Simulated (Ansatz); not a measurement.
The parent structure is HgSe in the zinc blende structure (space group F-43m, No. 216; a = 6.133 Å).

Perturbation: Zn takes the place of Hg on all its sites, then cell and atoms are relaxed.

Levels (all Ansatz, an electronic-structure program, PAW, earlier PAW set): PBEsol (420 eV, spin-orbit coupling left out); HSE06 (420 eV, no spin-orbit coupling); HSE06+SOC (420 eV, spin-orbit coupling included).

At the geometry relaxed with PBEsol, these levels gave the following band gaps, in shuffled order: (a) 2.49 eV, (b) 2.35 eV, (c) 1.23 eV.

**Question.** Match each gap to its level.

**Answer.** (a) HSE06; (b) HSE06+SOC; (c) PBEsol.

Single points use the geometry relaxed with PBEsol. Differences between runs with and without spin-orbit coupling are approximate. Stability against distortions was not tested. The runs without spin-orbit coupling are not spin-polarised.
